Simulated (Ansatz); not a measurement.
## (Ti,Zr)Si2: Ti7ZrSi16

A 24-atom cell of (Ti,Zr)Si2 started in the ZrSi2 (C49) type structure, site fractions Ti 0.875, Zr 0.125, short-range order -0.14 in the first shell of the mixed sites (0 is random, a negative value favours unlike neighbours), space group Cm at the end.

The mixing enthalpy is taken against the end members in the ZrSi2 (C49) type type (which need not be the stable form of TiSi2 and ZrSi2), relaxed in the same cell and mesh.

Calculation: PBE (plane waves to 420 eV, PAW; Ansatz, a program for electronic structure). Scalar-relativistic, without spin–orbit coupling; the runs are not spin-polarised. Its k-point mesh 6×5×5, Fermi–Dirac width 0.05 eV.

```
Quantity                                                                                                Value
----------------------------------------------------------  -------------------------------------------------
volume per atom                                                                                      14.69 Å³
Si–Ti bonds                                                      2.684 Å on average, from 2.575 to 2.912 (70)
Si–Zr bonds                                                      2.743 Å on average, from 2.667 to 2.877 (10)
mixing enthalpy per site of the mixed sublattice                                                       31 meV
departure of the mean lattice parameter from Vegard's line  under 0.15 %, inside the noise of the relaxations
```

```xyz
24
Lattice="-0.0007 -0.0002 7.1838 1.7838 -6.8731 3.5919 7.1387 0.0005 -3.5926" Properties=species:S:1:pos:R:3 pbc="T T T"
Ti     1.7835    -5.4387     2.6938
Zr     1.7833    -5.4597     6.2857
Ti     5.3715    -5.4338     2.6935
Ti     5.3346    -5.4316     6.2854
Ti     3.5729    -1.4225     4.4830
Ti     3.5731    -1.4225     0.9043
Ti     7.1337    -1.4135     4.4949
Ti     7.1341    -1.4135     0.8919
Si     1.8085    -0.8223     2.6937
Si     1.7887    -0.8516     6.2857
Si     5.3503    -0.8472     2.6934
Si     5.3288    -0.8233    -0.8984
Si     3.6126    -6.1025     4.4527
Si     3.6123    -6.1026     8.1185
Si     7.0933    -6.0997     4.5262
Si     7.0935    -6.0998     0.8605
Si     3.5876    -3.3902     6.2855
Si     3.5787    -3.4369     2.6938
Si     7.1303    -3.4252    -0.8985
Si     7.1177    -3.3813     2.6934
Si     1.7826    -3.3959     8.1097
Si     1.7830    -3.3959     4.4616
Si     5.3540    -3.4317     0.8966
Si     5.3536    -3.4318     4.4902
```
